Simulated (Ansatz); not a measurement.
## Sc₂C (model structure, started from the Cu2Sb type, P4/nmm, No. 129, 6 atoms in the cell)

Level of theory: r²SCAN (Ansatz, a quantum-chemistry and plane-wave program, PAW).

Run with plane-wave cutoff 560 eV, 12×12×8 k mesh (along the axes of the cell as run), Fermi–Dirac smearing 0.05 eV, scalar-relativistic PAW data made under PBE.

Cell (relaxed at this level):

```cif
data_C2Sc4
_chemical_formula_sum 'Sc4 C2'
_space_group_name_H-M_alt 'P 1'
_space_group_IT_number 1
_cell_length_a 3.67323
_cell_length_b 3.67323
_cell_length_c 6.50886
_cell_angle_alpha 90.000
_cell_angle_beta 90.000
_cell_angle_gamma 90.000
loop_
_space_group_symop_operation_xyz
  'x, y, z'
loop_
_atom_site_label
_atom_site_type_symbol
_atom_site_fract_x
_atom_site_fract_y
_atom_site_fract_z
_atom_site_occupancy
Sc1 Sc 0.00000 0.00000 0.00000 1
Sc2 Sc 0.50000 0.50000 0.00000 1
Sc3 Sc 0.50000 0.00000 0.37580 1
Sc4 Sc 0.00000 0.50000 0.62420 1
C1 C 0.50000 0.00000 0.72939 1
C2 C 0.00000 0.50000 0.27061 1
```

| Item | Value |
|---|---|
| band gap | zero (no gap) |
| bulk modulus B0 | 113 GPa |

Note: the bulk modulus is −V dP/dV from two relaxed cells at ±2 % in volume; the relaxation could raise the start's symmetry but not lower it, so the cell can be a saddle point.

Static lattice: no zero-point or thermal effects.

Computing time: roughly 16 core-minutes.

A model structure was made by putting elements into a prototype or built by hand; it is no filed structure, need not be a known phase, and can be a saddle point held by its symmetry.
